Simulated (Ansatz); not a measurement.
The starting structures come from a database of crystals and need not be the phases stable at ambient conditions.

The decay constant κ of evanescent states in the gap governs leakage through a thin film.

Consider the following.

```
CaI2
1.0
    6.92440     0.00000     0.00000
    0.00000     7.67874     0.00000
    0.00000     3.83937     2.21666
Ca I
1 2
Direct
  0.00000   0.00000   0.00000
  0.74270   0.66667   0.00000
  0.25730   0.33333   0.00000
```

Space group of this cell: P-3m1, CdI2 type. The cell was relaxed by PBE-D3(BJ); by r2SCAN its mean pressure is 1.0 GPa.

Transport runs along the normal of the first two printed cell vectors, the (110) plane of the conventional cell.

No gap correction and no spin-orbit coupling; mid-gap values are interpolated between computed energies.

Problem. Predict the band gap and the smallest decay constant κ at mid-gap from r2SCAN in Ansatz (an electronic-structure program).

Solution. Gap 3.88 eV on a 6×14×14 mesh; κ = 0.283 1/Å, at the zone centre.
